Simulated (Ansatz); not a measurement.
The reference is NaRhS2O8 (space group C2/m, No. 12; a = 7.9505 Å, b = 5.1650 Å, c = 7.1656 Å, α = γ = 90.00°, β = 91.82°; a cell from a computed database, its experimental status unchecked).

All numbers come from DFT with PBEsol, PAW potentials and a 420 eV plane-wave cutoff in Ansatz (a quantum-chemistry and plane-wave program), no spin-orbit coupling, earlier PAW set.

For the base:

| Property | Result |
|---|---|
| Volume per atom | 12.25 Å³ |
| Smallest direct gap | 1.36 eV |
| Width of the top valence band | 0.48 eV |
| Band gap | 1.35 eV |

The change: a hydrostatic pressure of 30 GPa.

Question: Predict the new volume per atom.

Answer: The volume per atom falls by 3.205 Å³ (12.25 Å³ → 9.05 Å³).

Question: Estimate the effect on the smallest direct gap.

Answer: The smallest direct gap goes up by 0.45 eV (1.36 eV → 1.81 eV).

Question: What does the calculation give for the width of the top valence band after the change?

Answer: The width of the top valence band shrinks by 0.186 eV (0.48 eV → 0.30 eV).

Question: What happens to the band gap?

Answer: The band gap goes up by 0.38 eV (1.35 eV → 1.73 eV).

Load acts through the strain it causes; cell and atoms are relaxed under it. No phonon test of stability was made. No other phases were tried under pressure.
